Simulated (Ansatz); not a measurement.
Troubleshooting Ansatz (an electronic-structure program): a failed run on CrB (Cmcm, 4 atoms in the cell). The aim is a self-consistent single point with DFT, PBEsol, plane waves, default PAW files made with PBE.

Cell that was meant: a = 4.2001 Å, b = 4.2001 Å, c = 2.9320 Å, α = 90.00°, β = 90.00°, γ = 138.60°.

Part of the input:

Ansatz 0.2 input:
```yaml
    - { symbol: Cr, position_ang: [1.48450000, 2.79351900, 2.19900000], spin: 3.0 }
    - { symbol: B, position_ang: [1.48450000, -0.51077000, 0.73300000] }
    - { symbol: B, position_ang: [1.48450000, 0.51077000, 2.19900000] }
basis:
  ecutwfc: 40
kpoints:
  mp_grid: { grid: [12, 12, 11] }
hamiltonian:
```

The program printed (abridged):

```
Error: inconsistent input (basis.ecutwfc, kpoints): the smallest per-k basis holds n_pw = 14 plane waves (k-point 71, counted from 0 among those solved) but the deck needs at least 20 band(s) per channel, and no run solves more bands than the smallest per-k basis has plane waves; raise basis.ecutwfc until the smallest per-k basis, which caps the automatic band count, holds at least 20 plane waves
```

Problem. From the messages shown, name the fault and mend the input.

Solution. The fault is this: a cutoff meant in Ry typed as a bare number, read as eV; here the program stops on it instead of giving results. To fix it, convert the value to the unit that the key expects. The program stopped before any SCF iteration.

The sound input it was made from differs as follows (other fixes are possible):
```diff
-basis:
-  ecutwfc: 40
```

With that input, the run converged in 12 iterations: free energy E − TS (on the zero of these files) -7005.9634 eV; Fermi level (on the code's own zero) 17.63 eV; pressure -14.21 GPa; largest force (vector length) 0.039 eV/Å; size of the cell's spin moment 0.00 μB (DFT, PBEsol, plane waves, default PAW files made with PBE).

On the sound input: the starting cell comes from a database of published, mostly measured structures (it also holds non-ambient and calculated ones), without a prior relaxation at this level. The starting moments vanished: the run ended non-magnetic, which need not be the lowest state. The program warned that a starting moment was not kept. With a pressure of about -14 GPa the cell is away from its equilibrium volume at this level. Ansatz's pressure includes its estimate of the finite-basis (Pulay) stress.
